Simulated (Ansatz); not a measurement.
Take CrCuO2 (space group R-3m, No. 166; a = 2.964 Å, c = 16.920 Å (hexagonal axes); ferromagnetic) as the base. Axes: x lies along a and z along c of the hexagonal cell.

Level of theory: Ansatz (a quantum-chemistry and plane-wave program) PBEsol, without spin-orbit coupling.

For the base:

The band gap is 0.92 eV.

Modification: biaxial strain −0.26 %, plane normal [001], relaxed out of plane (Cartesian); in-plane vectors clamped, the third vector and the atoms free.

### Question
How does this affect the band gap and in-plane stress?

### Answer
The band gap shrinks by 0.02 eV, from 0.92 eV to 0.90 eV; the mean in-plane stress (compression positive) is +0.7 GPa.

No phonon test of stability was made. No Hubbard U is applied and the magnetic state is the run's own (CrCuO2 ferromagnetic); small cells can't hold the antiferromagnetic order that many such compounds have, so gaps and moments can be off. A gap here joins edges of opposite spin (a spin-flip gap).
